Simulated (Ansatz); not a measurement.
Effect of Ge → Te on Mg2Ge

Consider Mg₂Ge in the anti-fluorite structure (space group Fm-3m, No. 225; a = 6.3640 Å).

Modification: full substitution Ge → Te; the structure is relaxed again.

Method: Kohn–Sham DFT with the PBEsol functional, run in Ansatz (an electronic-structure program) with PAW and 420 eV plane waves, without spin-orbit coupling, earlier PAW set. Γ-centred 11×11×11 mesh, Fermi–Dirac width 0.05 eV, for the changed cell.

```
quantity                        base          changed         shift
-------------------  ---------------  ---------------  ------------
volume per atom             21.48 Å³         29.48 Å³     +8.006 Å³
density                   3.12 g/cm³       3.31 g/cm³  +0.183 g/cm³
lattice parameter a      12.026 bohr      13.366 bohr  +1.3394 bohr
space group          Fm-3m (No. 225)  Fm-3m (No. 225)             –
band gap                     0.08 eV             zero             –
```

Final structure:

```xyz
3
Lattice="0.0000 3.5364 3.5364 3.5364 0.0000 3.5364 3.5364 3.5364 0.0000" Properties=species:S:1:pos:R:3 pbc="T T T"
Te     0.0000     0.0000     0.0000
Mg     1.7682     1.7682     1.7682
Mg     5.3046     5.3046     5.3046
```

Cost of the whole job for the changed cell (relaxation, final SCF and bands): about 20 core-seconds (a rough figure).

No phonon test of stability was made. As relaxed here, Mg2Te is a hypothetical phase, not in the database extracts checked. The final runs are not spin-polarised. A zero or small gap of Mg2Ge can be the functional's error rather than a property of the material.
